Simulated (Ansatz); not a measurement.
A calculation on TiAl₃ (I4/mmm, No. 139) returned lattice constant a 3.819 Å, lattice parameter c 8.547 Å, equilibrium volume per atom 15.58 Å³/atom, bulk modulus 117 GPa.

For reference: equilibrium volume per atom 15.93 Å³/atom (measured, temperature not stated, not corrected to a static lattice; as tabulated in P. Norby and A. Norlund Christensen, Acta Chemica Scandinavica A40, 157 (1986)).

Task: Which level of theory produced these numbers?
A. LDA (Ansatz, a quantum-chemistry and plane-wave program)
B. PBEsol-D3(BJ) (Ansatz)
C. PBE (Ansatz)
D. r²SCAN+rVV10 (Ansatz)

Result: D, r²SCAN+rVV10 (Ansatz)

The others give: PBEsol-D3(BJ) 3.769 Å, 8.438 Å, 14.98 Å³/atom, 121 GPa; PBE 3.846 Å, 8.620 Å, 15.94 Å³/atom, 106 GPa; LDA 3.779 Å, 8.482 Å, 15.15 Å³/atom, 117 GPa.

Unless a cell is named, each level is at its own relaxed cell (LDA 15.15, PBE 15.94, PBEsol-D3(BJ) 14.98, r²SCAN+rVV10 15.58 Å³/atom).

Ansatz's density-functional and Hartree–Fock values are scalar-relativistic unless marked +SOC, with PAW data made under PBE.
